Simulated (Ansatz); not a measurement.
## CdS, response to strain

The reference is CdS in the zinc blende structure (space group F-43m, No. 216; a = 5.8778 Å). Axes: x, y, z lie along the cube axes.

Strains are applied to the cell and any free atomic positions relax; under biaxial strain the out-of-plane vector relaxes too.

Calculations: plane-wave PAW DFT at the r2SCAN level (Ansatz, a quantum-chemistry and plane-wave program, 500 eV), no spin-orbit coupling.

Notes on the quantities. energy relative to the base: free energy F.

| variant | hole mass | energy relative to the base | electron mass | space group | band gap |
|---|---|---|---|---|---|
| base | 0.16, 0.78, 0.78 mₑ (at Γ) | 0 meV/atom | 0.15 mₑ (at Γ) | F-43m (No. 216) | 1.54 eV |
| biaxial strain −4.09 %, plane normal [001], relaxed out of plane | – | +14 meV/atom | 0.16 mₑ out of plane, 0.15 mₑ in plane (at Γ) | I-4m2 (No. 119) | 1.47 eV |
| biaxial strain +0.76 %, plane normal [111], relaxed out of plane | 0.14 mₑ out of plane, 1.8 mₑ in plane (at Γ) | +0.9 meV/atom | 0.15 mₑ (at Γ) | R3m (No. 160) | 1.49 eV |
| isotropic strain −2.50 % | 0.17, 0.71, 0.71 mₑ (at Γ) | +29 meV/atom | 0.16 mₑ (at Γ) | F-43m (No. 216) | 1.71 eV |
| isotropic strain −1.66 % | 0.17, 0.74, 0.74 mₑ (at Γ) | +13 meV/atom | 0.16 mₑ (at Γ) | F-43m (No. 216) | 1.66 eV |

Masses are band curvatures over ±0.01 Å⁻¹ around the edge. Whether these cells are dynamically stable was not tested.
